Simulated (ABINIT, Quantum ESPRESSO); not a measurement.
A Quantum ESPRESSO input for a self-consistent single point of NiAl (Pm-3m, 2 atoms in the cell) (DFT, LDA (PZ), plane waves, PSlibrary ultrasoft (LDA) pseudopotentials):

```fortran
&control
 calculation = 'scf',
 prefix = 'nial',
 outdir = './work',
 pseudo_dir = './',
 tprnfor = .true.,
 tstress = .true.,
/
&system
 ibrav = 1,
 celldm(1) = 5.4989915288,
 nat = 2,
 ntyp = 2,
 ecutwfc = 50,
 ecutrho = 300,
 occupations = 'smearing',
 smearing = 'gaussian',
 degauss = 0.0073499,
/
&electrons
 conv_thr = 1e-10,
/
ATOMIC_SPECIES
Al    26.9815  Al.pz-n-rrkjus_psl.1.0.0.UPF
Ni    58.6934  Ni.pz-n-rrkjus_psl.1.0.0.UPF
ATOMIC_POSITIONS alat
Al    0.5000000000    0.5000000000    0.5000000000
Ni    0.0000000000    0.0000000000    0.0000000000
K_POINTS automatic
8 8 8  0 0 0
```

### Question
Translate this input to ABINIT.

### Answer
This is the input that was run; spellings and numerical settings could be chosen otherwise.

```
# NiAl, PseudoDojo nc-sr-04 LDA standard
pp_dirpath "./"
pseudos "Al.upf, Ni.upf"
acell 3*1.0
rprim
         5.4989915288    0.0000000000    0.0000000000
         0.0000000000    5.4989915288    0.0000000000
         0.0000000000    0.0000000000    5.4989915288
natom 2
ntypat 2
znucl 13 28
typat 1 2
xred
         0.5000000000    0.5000000000    0.5000000000
         0.0000000000    0.0000000000    0.0000000000
ecut 98 Ry
occopt 7
tsmear 0.00367493
nband 16
kptopt 1
ngkpt 8 8 8
nshiftk 1
shiftk 0 0 0
nstep 80
tolvrs 1.0e-12
prtwf 0
prtden 0
enunit 1
```

Basis settings and potentials, where a program has them, do not carry over. This input uses DFT, LDA (PW92), plane waves, norm-conserving pseudopotentials (PseudoDojo nc-sr-04 LDA standard). LDA parametrisations can differ slightly between programs. Both were run: pressure -13.03 GPa in Quantum ESPRESSO and -12.91 in ABINIT.

On Quantum ESPRESSO: the starting cell has typed, rounded lattice constants, without a prior relaxation at this level. Its lattice was rescaled by a random factor within 2.5 % of one. Spin polarisation is off. With a pressure of about -13 GPa the cell is away from its equilibrium volume at this level.

On ABINIT: the starting cell has typed, rounded lattice constants, without a prior relaxation at this level. Its lattice was rescaled by a random factor within 2.5 % of one. Spin polarisation is off. With a pressure of about -13 GPa the cell is away from its equilibrium volume at this level.
